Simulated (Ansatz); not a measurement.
**A computed series for MgO: response to strain**

The parent structure is MgO in the rock salt structure (space group Fm-3m, No. 225; a = 4.2044 Å).

Strains are applied to the cell and any free atomic positions relax.

Method: r2SCAN, PAW, 500 eV (Ansatz, a program for electronic structure; no spin-orbit coupling).

Notes on the quantities. hole mass: degenerate bands, along [100].

| case | pressure | hole mass | volume per atom | electron mass | band gap |
|---|---|---|---|---|---|
| base | 0.00 GPa | 0.42, 2.1, 2.1 mₑ (at Γ) | 9.29 Å³ | 0.36 mₑ (at Γ) | 5.68 eV |
| isotropic strain −3.00 % | 18.37 GPa | 0.43, 2.0, 2.0 mₑ (at Γ) | 8.48 Å³ | 0.39 mₑ (at Γ) | 6.67 eV |
| isotropic strain −2.50 % | 14.79 GPa | 0.43, 2.0, 2.0 mₑ (at Γ) | 8.61 Å³ | 0.39 mₑ (at Γ) | 6.49 eV |
| isotropic strain −2.00 % | 11.44 GPa | 0.43, 2.0, 2.0 mₑ (at Γ) | 8.74 Å³ | 0.38 mₑ (at Γ) | 6.33 eV |
| isotropic strain −1.50 % | 8.30 GPa | 0.43, 2.0, 2.0 mₑ (at Γ) | 8.88 Å³ | 0.38 mₑ (at Γ) | 6.16 eV |
| isotropic strain −1.00 % | 5.35 GPa | 0.42, 2.0, 2.0 mₑ (at Γ) | 9.01 Å³ | 0.37 mₑ (at Γ) | 6.00 eV |
| isotropic strain −0.50 % | 2.59 GPa | 0.42, 2.1, 2.1 mₑ (at Γ) | 9.15 Å³ | 0.37 mₑ (at Γ) | 5.84 eV |

Masses are band curvatures over ±0.01 Å⁻¹ around the edge. Whether these cells are dynamically stable was not tested.
